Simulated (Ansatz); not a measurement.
We consider Ni (model structure, started from the diamond type, Fd-3m, No. 227, 2 atoms in the cell), described by LDA (Ansatz, a quantum-chemistry and plane-wave program, plane waves, PAW).

Run with plane-wave cutoff 520 eV, 20×20×20 k mesh, Fermi–Dirac smearing 0.05 eV, spin-polarised with parallel moments, scalar-relativistic PAW data made under PBE.

Cell (relaxed at this level):

```
CELL_PARAMETERS angstrom
      0.00000     2.47049     2.47049
      2.47049     0.00000     2.47049
      2.47049     2.47049     0.00000
ATOMIC_POSITIONS crystal
  Ni 0.75000 0.75000 0.75000
  Ni 0.50000 0.50000 0.50000
```
Starting moments (μB, in the order of the record's atoms Ni Ni): 2.0 2.0.

What does this level give for the bulk modulus B0?


- bulk modulus B0: 122 GPa

The run finds no gap.

Note: the magnetic order was assumed, not searched for or taken from measurement; the bulk modulus is −V dP/dV from two relaxed cells at ±2 % in volume; the moments ended far under their starting size, a low-moment state that need not be the lowest; the relaxation could raise the start's symmetry but not lower it, so the cell can be a saddle point.

Cost on a shared machine: about 70 core-seconds (a rough figure).

A model structure was made by putting elements into a prototype or built by hand; it is no filed structure, need not be a known phase, and can be a saddle point held by its symmetry.
